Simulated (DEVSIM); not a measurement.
Device: illuminated Si n-on-p cell, one wavelength, at 300 K.

| layer (left to right) | material | thickness (μm) | Nd (cm⁻³) | Na (cm⁻³) | τn (s) | τp (s) | absorption coefficient (cm⁻¹) |
|---|---|---|---|---|---|---|---|
| 1 | Si | 0.140 | 2.3e18 | - | 1.2e-5 | 8.5e-6 | 2700 |
| 2 | Si | 49.0 | - | 1.7e17 | 9.5e-5 | 9.5e-5 | 2700 |

Left contact: ohmic, minority hole recombination velocity 1000 cm/s. Right contact: ohmic, minority electron recombination velocity 70 cm/s. Voltage is applied to the left contact. Recombination: SRH at mid-gap, radiative, Auger. Light enters at the left, 2.3e18 photons cm⁻² s⁻¹, one pass, no reflection. Mobility is constant in doping.

Constants are typed, rounded textbook-type inputs, not results; the design itself was drawn at random and stands for no fabricated device. Values at 300 K.

```csv
parameter,Si
gap (eV),1.124
affinity (eV),4.05
permittivity,11.7
Nc (cm⁻³),2.86e19
Nv (cm⁻³),3.1e19
μn (cm²/Vs),1417
μp (cm²/Vs),470
B (cm³/s),4.7e-15
Cn (cm⁶/s),2.8e-31
Cp (cm⁶/s),9.9e-32
```

DEVSIM, 1D drift-diffusion, Boltzmann statistics, complete ionisation; no tunnelling, impact ionisation, image-force lowering or self-heating.

Task: Tabulate band edges, carrier densities and field at zero bias, in the dark.

Result: Energies count from the Fermi level of the right contact; mesh points crowd at the junctions.

| x (μm) | Ec (eV) | Ev (eV) | n (cm⁻³) | p (cm⁻³) | field (V/cm) |
|---|---|---|---|---|---|
| 0.000 | 0.065 | -1.059 | 2.3e18 | < 1e2 | ≈ 0 |
| 0.02275 | 0.065 | -1.059 | 2.3e18 | < 1e2 | ≈ 0 |
| 0.06194 | 0.065 | -1.059 | 2.3e18 | < 1e2 | ≈ 0 |
| 0.1051 | 0.065 | -1.059 | 2.3e18 | < 1e2 | ≈ 0 |
| 0.1391 | 0.141 | -0.983 | 1.2e17 | 960 | 190000 |
| 0.1640 | 0.579 | -0.545 | 5.4e9 | 2.2e10 | 140000 |
| 0.2203 | 0.977 | -0.147 | 1100 | 1.0e17 | 12000 |
| 0.3935 | 0.989 | -0.135 | 680 | 1.7e17 | ≈ 0 |
| 0.6942 | 0.989 | -0.135 | 680 | 1.7e17 | ≈ 0 |
| 1.371 | 0.989 | -0.135 | 680 | 1.7e17 | ≈ 0 |
| 2.731 | 0.989 | -0.135 | 680 | 1.7e17 | ≈ 0 |
| 7.074 | 0.989 | -0.135 | 680 | 1.7e17 | ≈ 0 |
| 14.61 | 0.989 | -0.135 | 680 | 1.7e17 | ≈ 0 |
| 29.96 | 0.989 | -0.135 | 680 | 1.7e17 | ≈ 0 |
| 41.95 | 0.989 | -0.135 | 680 | 1.7e17 | ≈ 0 |
| 45.70 | 0.989 | -0.135 | 680 | 1.7e17 | ≈ 0 |
| 47.57 | 0.989 | -0.135 | 680 | 1.7e17 | ≈ 0 |
| 48.40 | 0.989 | -0.135 | 680 | 1.7e17 | ≈ 0 |
| 48.88 | 0.989 | -0.135 | 680 | 1.7e17 | ≈ 0 |
| 49.03 | 0.989 | -0.135 | 680 | 1.7e17 | ≈ 0 |
| 49.10 | 0.989 | -0.135 | 680 | 1.7e17 | ≈ 0 |
| 49.14 | 0.989 | -0.135 | 680 | 1.7e17 | ≈ 0 |
